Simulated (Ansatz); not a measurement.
The starting structures come from a database of crystals and need not be the phases stable at ambient conditions.

Tunnelling through a barrier is set by its complex band structure: the current falls as exp(−2κd) with the smallest κ.

Input:

```yaml
crystal:
  lattice:
    - [5.82233, 0.00000, 0.00000]
    - [0.00000, 7.07401, 0.00000]
    - [2.91117, 0.00000, 4.56165]
  atoms:
    - { symbol: Na, position: [0.18606, 0.25000, 0.62788] }
    - { symbol: Na, position: [0.81394, 0.75000, 0.37212] }
    - { symbol: Na, position: [0.50000, 0.00000, 0.00000] }
    - { symbol: Na, position: [0.50000, 0.50000, 0.00000] }
    - { symbol: Cr, position: [0.85420, 0.25000, 0.29160] }
    - { symbol: Cr, position: [0.14580, 0.75000, 0.70840] }
    - { symbol: O, position: [0.25024, 0.56180, 0.49952] }
    - { symbol: O, position: [0.74976, 0.43820, 0.50048] }
    - { symbol: O, position: [0.74976, 0.06180, 0.50048] }
    - { symbol: O, position: [0.25024, 0.93820, 0.49952] }
    - { symbol: O, position: [0.72918, 0.25000, 0.07942] }
    - { symbol: O, position: [0.27082, 0.75000, 0.92058] }
    - { symbol: O, position: [0.80860, 0.75000, 0.92058] }
    - { symbol: O, position: [0.19140, 0.25000, 0.07942] }
```

Space group of this cell: Cmcm. The cell is taken as given; by r2SCAN its mean pressure is -0.8 GPa.

Transport runs along the normal of the first two printed cell vectors.

No gap correction and no spin-orbit coupling; mid-gap values are interpolated between computed energies.

Question: Predict the band gap and the smallest decay constant κ at mid-gap from r2SCAN (Ansatz, a program for electronic structure).

Answer: Gap 3.05 eV on a 8×4×8 mesh; κ = 0.626 1/Å, at the zone centre.
